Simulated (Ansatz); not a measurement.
# MoS2, pressure series

Take MoS2 in the 2H-MoS2 type structure (space group P6_3/mmc, No. 194; layered, stacked along the Cartesian z axis) as the base.

```yaml
crystal:
  lattice:
    - [3.10903, 0.00000, 0.00000]
    - [-1.55452, 2.69250, 0.00000]
    - [0.00000, 0.00000, 11.70864]
  atoms:
    - { symbol: Mo, position: [0.33333, 0.66667, 0.25000] }
    - { symbol: Mo, position: [0.66667, 0.33333, 0.75000] }
    - { symbol: S, position: [0.33333, 0.66667, 0.61648] }
    - { symbol: S, position: [0.66667, 0.33333, 0.11648] }
    - { symbol: S, position: [0.66667, 0.33333, 0.38352] }
    - { symbol: S, position: [0.33333, 0.66667, 0.88352] }
```

Cell and atoms are relaxed at each pressure.

Levels (all Ansatz, a program for electronic structure, PAW, earlier PAW set): PBEsol-D3(BJ) (420 eV, no SOC); r2SCAN (500 eV, scalar-relativistic without spin-orbit coupling); PBEsol+SOC (420 eV, spin-orbit coupling included).

Band gaps by level, all at the geometries relaxed with PBEsol-D3(BJ):

```tsv
case	PBEsol-D3(BJ)	r2SCAN	PBEsol+SOC
base	0.52 eV	0.68 eV	0.52 eV
pressure −2 GPa	0.69 eV	…	0.68 eV
pressure 3 GPa	0.36 eV	…	0.35 eV
pressure 7 GPa	0.18 eV	…	0.18 eV
pressure 15 GPa	zero	zero	zero
pressure 30 GPa	zero	zero	zero
pressure 75 GPa	zero	zero	zero
pressure 100 GPa	zero	zero	zero
```

**Question.** Complete the table.

**Answer.** 
- pressure −2 GPa, r2SCAN: 0.84 eV
- pressure 3 GPa, r2SCAN: 0.51 eV
- pressure 7 GPa, r2SCAN: 0.33 eV

Single points use the geometry relaxed with PBEsol-D3(BJ). A case with no gap was solved on a k-mesh chosen for an insulator, which is coarse for it. Differences between runs with and without spin-orbit coupling are approximate. Load acts through the strain it causes; cell and atoms are relaxed under it. No phonon test of stability was made. No other phases were tried under pressure. The runs without spin-orbit coupling are not spin-polarised. Gaps under 0.05 eV, about the width of the smearing, are given as zero. The zero or small gap of MoS2 under pressure 7 GPa, MoS2 under pressure 15 GPa and MoS2 under pressure 30 GPa can change with the level of theory.
